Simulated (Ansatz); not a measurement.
The structure below was relaxed with Ansatz (a first-principles code), PBEsol, PAW, cutoff 420 eV, spin-orbit coupling left out, earlier PAW set, at pressure 30 GPa.

Space group Pm-3m (No. 221); a = b = c = 5.0249 Å, α = β = γ = 90.00°

| atom | site | symmetry | x | y | z |
|---|---|---|---|---|---|
| Cs | 1a | m-3m | 0.0000 | 0.0000 | 0.0000 |
| Pb | 1b | m-3m | 0.5000 | 0.5000 | 0.5000 |
| Br | 3c | 4/mm.m | 0.0000 | 0.5000 | 0.5000 |

Q: Write out a cell with all atoms.

A: 
```xyz
5
Lattice="5.0249 0.0000 0.0000 0.0000 5.0249 0.0000 0.0000 0.0000 5.0249" Properties=species:S:1:pos:R:3 pbc="T T T"
Cs     0.0000     0.0000     0.0000
Pb     2.5125     2.5125     2.5125
Br     0.0000     2.5125     2.5125
Br     2.5125     2.5125     0.0000
Br     2.5125     0.0000     2.5125
```
This is the conventional cell.

A case with no gap was solved on a k-mesh chosen for an insulator, which is coarse for it. Load acts through the strain it causes; cell and atoms are relaxed under it. No phonon test of stability was made. Competing high-pressure phases were not computed. All final runs are without spin polarisation. The cell was made from CsPbBr$_{3}$ in the cubic perovskite structure (space group Pm-3m, No. 221) by this change: pressure 30 GPa. Many cubic perovskites are stable only at high temperature; tilts and polar distortions were not tested. This is not the structure that CsPbBr3 has at room temperature and ambient pressure.
